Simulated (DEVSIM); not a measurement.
System: abrupt GaAs n-p junction, at 300 K.

| layer (left to right) | material | thickness (μm) | Nd (cm⁻³) | Na (cm⁻³) | τn (s) | τp (s) |
|---|---|---|---|---|---|---|
| 1 | GaAs | 8.80 | 6.1e15 | - | 2.9e-8 | 8.7e-7 |
| 2 | GaAs | 2.10 | - | 1.6e15 | 2.9e-8 | 2.9e-8 |

Left contact: ohmic. Right contact: ohmic. Voltage is applied to the left contact. Recombination: SRH at mid-gap. Mobility is μmin + (μ − μmin)/(1 + (N/Nref)^α).

The device is made up for the run: typed textbook-type constants, with dimensions and the other settings drawn at random. Values at 300 K.

```csv
parameter,GaAs
gap (eV),1.424
affinity (eV),4.07
permittivity,12.9
Nc (cm⁻³),4.7e17
Nv (cm⁻³),9e18
μn (cm²/Vs),8500
μp (cm²/Vs),400
"μn,min",500
"μp,min",20
"Nref,n",6e16
"Nref,p",1.5e17
αn,0.39
αp,0.38
```

DEVSIM, 1D drift-diffusion, Boltzmann statistics, complete ionisation; no tunnelling, impact ionisation, image-force lowering or self-heating.

Question: Tabulate band edges, carrier densities and field at zero bias.

Answer: Energies count from the Fermi level of the right contact; mesh points crowd at the junctions.

| x (μm) | Ec (eV) | Ev (eV) | n (cm⁻³) | p (cm⁻³) | field (V/cm) |
|---|---|---|---|---|---|
| 0.000 | 0.112 | -1.312 | 6.1e15 | < 1e2 | ≈ 0 |
| 0.02806 | 0.112 | -1.312 | 6.1e15 | < 1e2 | ≈ 0 |
| 0.09342 | 0.112 | -1.312 | 6.1e15 | < 1e2 | ≈ 0 |
| 0.2301 | 0.112 | -1.312 | 6.1e15 | < 1e2 | ≈ 0 |
| 0.7064 | 0.112 | -1.312 | 6.1e15 | < 1e2 | ≈ 0 |
| 1.621 | 0.112 | -1.312 | 6.1e15 | < 1e2 | ≈ 0 |
| 3.534 | 0.112 | -1.312 | 6.1e15 | < 1e2 | ≈ 0 |
| 6.860 | 0.112 | -1.312 | 6.1e15 | < 1e2 | ≈ 0 |
| 7.952 | 0.112 | -1.312 | 6.1e15 | < 1e2 | ≈ 0 |
| 8.421 | 0.113 | -1.311 | 5.9e15 | < 1e2 | 190 |
| 8.645 | 0.158 | -1.266 | 1.1e15 | < 1e2 | 6400 |
| 8.762 | 0.287 | -1.137 | 7.2e12 | < 1e2 | 16000 |
| 8.795 | 0.345 | -1.079 | 7.5e11 | < 1e2 | 19000 |
| 8.820 | 0.392 | -1.032 | 1.2e11 | < 1e2 | 19000 |
| 8.902 | 0.537 | -0.887 | 4.4e8 | 11000 | 17000 |
| 9.044 | 0.756 | -0.668 | 94000 | 5.4e7 | 14000 |
| 9.372 | 1.085 | -0.339 | < 1e2 | 1.8e13 | 6400 |
| 10.01 | 1.200 | -0.224 | < 1e2 | 1.6e15 | 60 |
| 10.60 | 1.201 | -0.223 | < 1e2 | 1.6e15 | ≈ 0 |
| 10.78 | 1.201 | -0.223 | < 1e2 | 1.6e15 | ≈ 0 |
| 10.86 | 1.201 | -0.223 | < 1e2 | 1.6e15 | ≈ 0 |
| 10.90 | 1.201 | -0.223 | < 1e2 | 1.6e15 | ≈ 0 |
